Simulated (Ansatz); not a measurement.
Worked example: self-consistent single point of the (110) slab of Li (cut from a parent of space group no. 229; 4 atoms in the cell) in Ansatz (a first-principles code)

Level of theory: PBEsol, default PAW files made with PBE (plane waves; Ansatz).

This input was run:

Ansatz 0.2 input:
```yaml
# Li
crystal:
  lattice:
    - [3.031496, 0.000000, 0.000000]
    - [-4.041995, 2.858122, 0.000000]
    - [0.000000, 0.000000, 21.425599]
  atoms:
    - { symbol: Li, position: [0.000000, 0.000000, 0.326712] }
    - { symbol: Li, position: [1.000000, 0.500000, 0.442237] }
    - { symbol: Li, position: [0.000000, 0.000000, 0.557763] }
    - { symbol: Li, position: [1.000000, 0.500000, 0.673288] }
basis:
  ecutwfc: 420.0 eV
kpoints:
  mp_grid:
    grid: [17, 17, 1]
hamiltonian:
  xc: pbesol
  pseudopotentials:
    kind: paw
scf:
  occupations:
    method: gaussian
    width: 0.1 eV
output:
  forces: true
  eigenvalues: true
  stress: true
```

Output (repeated stretches shortened):

```
WARN ansatz: RAYON_NUM_THREADS=1 ignored (pool sized by the plan → 1); use --threads N
Pseudopotentials: kind: paw
Pseudopotential: Li, paw, valence charge 3
Crystal: 4 atoms, lattice volume = 185.640 Å³
Basis set: ecut = 420 eV, 3591 PW (Γ), exchange–correlation on 48×72×288 points (8 copies of the dense FFT grid, shifted against one another)
Bands: 10, of which v1, the nominal top of the filled ones, is band 6 counted from 1 (5 counted from 0)
Symmetry: 8 space group operations
Space group: Cmme (ITA 67), of the structure as read, at distance tolerance 5.7e-5 Å
k-points: 81 of 289
Initial density: superposition of atomic densities (neutral atoms: chi_scale 0, normalization atom), corrected by the library's trained network
Initial wavefunctions: pseudopotential atomic-orbital guess
Eigensolver: davidson
Functional: x = pbesol(κ = 0.804, μ = 0.12345679012345678), c = pbesol(β = 0.046)
SCF iter   1: F=—  HF=-811.430381 eV  |F-HF|=—  |Δ(HF+E_count)|=         —  Δρ=1.08e-3  dr2=3.55e-3  ethr=1.77e-3  ⟨swp⟩=5.7  Hψ=5524  notcnv=0
all-band conjugate gradients solve this SCF's bands
preconditioner: auto → LDOS
SCF iter   2: F=—  HF=-811.428004 eV  |F-HF|=—  |Δ(HF+E_count)|=   2.38e-3  Δρ=2.78e-4  dr2=1.79e-4  ethr=2.96e-5  ⟨swp⟩=2.0  Hψ=1993  notcnv=0
SCF iter   3: F=—  HF=-811.427934 eV  |F-HF|=—  |Δ(HF+E_count)|=   6.99e-5  Δρ=6.76e-5  dr2=6.10e-5  ethr=1.49e-6  ⟨swp⟩=2.0  Hψ=1222  notcnv=0
SCF iter   4: F=—  HF=-811.427936 eV  |F-HF|=—  |Δ(HF+E_count)|=   2.55e-6  Δρ=1.63e-5  dr2=2.88e-6  ethr=5.08e-7  ⟨swp⟩=1.6  Hψ=853  notcnv=0
iter 5 did not close the SCF: its close was put off for the readings that it lacked (scf_convergence_deferred on its scf_iter line)
SCF iter   5: F=-811.427938 eV  HF=-811.427938 eV  |F-HF|=9.03e-9  |Δ(HF+E_count)|=   1.06e-6  Δρ=2.52e-6  dr2=7.50e-8  ethr=2.40e-8  ⟨swp⟩=1.7  Hψ=896  notcnv=0
SCF iter   6: F=-811.427938 eV  HF=-811.427938 eV  |F-HF|=9.98e-10  |Δ(HF+E_count)|=   1.47e-8  Δρ=5.82e-7  dr2=1.58e-9  ethr=6.25e-10  ⟨swp⟩=3.6  Hψ=3352  notcnv=0
SCF 1 converged in 6 iterations: F = -811.427938 eV  dr2 = 1.58e-9
SCF converged after 6 iterations
Free energy (F): -811.427938 eV
Harris-Foulkes:  -811.427938 eV  (|F-HF|=9.98e-10)
Internal energy: -811.415638 eV  (E = F + TS)
E sigma→0 (E₀):  -811.421788 eV
Entropy (-TS):   -0.012300 eV (-3.075 meV/atom)
Fermi energy:    -1.241513 eV
--- Per-component energies (eV) ---
  E_band       = -390.247563
  E_kinetic    = 83.269587
  E_local      = -2144.775963  (includes V_loc(G=0)·N_el)
  E_nonlocal   = -132.911995
  E_hartree    = 950.205251
  E_xc         = -38.511700
  E_vxc        = -49.838190  (∫ρ·V_xc dr)
  E_paw        = -78.319457  (= ΣΔE_a)
  E_vpaw       = -46.401022  (= ΣTr[D̂ρ^β])
  E_aug_tail   = 0.000054  (compensation charges beyond the density's cutoff)
  E_ewald      = 549.628584
  E_smearing   = -0.012300  (= −TS)
  E_closure    = -0.000000  (closes the sum)
  Σ components = -811.427938   (vs F -811.427938, Δ=0.00e0)
--- Forces (eV/Å), atoms counted from 1 ---
  atom   1  Li     0.00000000     0.00000000     0.09631322
  atom   2  Li     0.00000000     0.00000000    -0.05717138
  atom   3  Li     0.00000000     0.00000000     0.05717138
  atom   4  Li     0.00000000    -0.00000000    -0.09631322
  max |Σ_I F_I| component: 2.78e-17 eV/Å
--- Stress (GPa, compression-positive) ---
       -0.254315      -0.077851       0.000000
       -0.077851      -0.309364       0.000000
        0.000000       0.000000      -0.494576
  P = ⅓ Tr σ = -0.3528 GPa (-3.528 kbar)
  The stress holds the Pulay correction. Without it, at fixed plane waves, as pw.x and ABINIT print it: P = -0.3541 GPa
--- Band table (eV; the first three rows and the last of 81) ---
  k-point 0: bands = ["-47.7261", "-47.7261", "-47.3085", "-47.3004", "-4.5777", "-3.9895", "-2.9443", "-1.6614", "-0.9708", "1.7077"]
  k-point 1: bands = ["-47.7258", "-47.7258", "-47.3082", "-47.3002", "-4.5295", "-3.9411", "-2.8947", "-1.6071", "-0.9079", "1.7696"]
  k-point 2: bands = ["-47.7250", "-47.7250", "-47.3072", "-47.2996", "-4.3850", "-3.7959", "-2.7468", "-1.4453", "-0.7195", "1.9541"]
  k-point 80: bands = ["-47.7127", "-47.7127", "-47.2937", "-47.2881", "-0.9084", "-0.2373", "0.9657", "2.0597", "2.3829", "2.6460"]
```

The run converged in 6 iterations.

The starting cell has typed, rounded lattice constants, without a prior relaxation at this level. The slab is cut from that crystal, and its faces are unrelaxed. Its lattice was rescaled by up to half a per cent.
